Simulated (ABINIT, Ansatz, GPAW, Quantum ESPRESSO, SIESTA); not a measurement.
One structure in several programs: NiAl (Pm-3m, 2 atoms in the cell)

Self-consistent single point.

```
CELL_PARAMETERS angstrom
      2.89000     0.00000     0.00000
      0.00000     2.89000     0.00000
      0.00000     0.00000     2.89000
ATOMIC_POSITIONS crystal
  Al 0.50000 0.50000 0.50000
  Ni 0.00000 0.00000 0.00000
```

Shared settings, as Ansatz (an electronic-structure program) writes them: kpoints.mp_grid.grid = 6 6 6; scf.occupations.method = gaussian; scf.occupations.width = 0.136 eV. Potentials and cutoffs stand in the table.

| code | model | pressure (GPa) | cutoff |
|---|---|---|---|
| Ansatz | PBE, default PAW files | 0.72 | default |
| Quantum ESPRESSO | PBE, SSSP 1.1.2 efficiency (PBE) pseudopotentials | 0.95 | 50 Ry |
| GPAW | PBE, GPAW PAW datasets PBE (gpaw-data 1.0.1) | 1.62 | 850 eV |
| ABINIT | PBE, norm-conserving pseudopotentials (PseudoDojo nc-sr-05 PBE standard) | 0.63 | 1333 eV |
| SIESTA | GGA PBE, numerical atomic orbitals DZP, PseudoDojo PBE standard norm-conserving potentials (rewritten from UPF to PSML) | -1.34 | grid 350 Ry |

On Ansatz's run: spin polarisation is off.

The spread over the programs that give each value: pressure within 2.96 GPa.

SIESTA uses small atom-centred bases, whose incompleteness enters pressures, forces and empty levels differently from a plane-wave cutoff. Ansatz's pressure is given at a fixed set of plane waves, as the other plane-wave codes print theirs; with its correction for the finite basis it is 0.79 GPa. In the pressure, SIESTA (by 2.18) lies more than 1 GPa from the median of the plane-wave programs.

On the base mesh (9 9 9) the same programs gave: Ansatz pressure 0.35 GPa; Quantum ESPRESSO pressure 0.58 GPa; ABINIT pressure 0.26 GPa; GPAW pressure 1.24 GPa; SIESTA pressure -1.90 GPa.

The values differ from the base mesh's, so the mesh still matters here: the table compares the programs at equal settings.

The starting cell has typed, rounded lattice constants, without a prior relaxation at this level.

Left out of this page: CP2K (on another mesh); Elk and FLEUR (not drawn, or without a comparable value).

Keys are those of Ansatz 0.2.
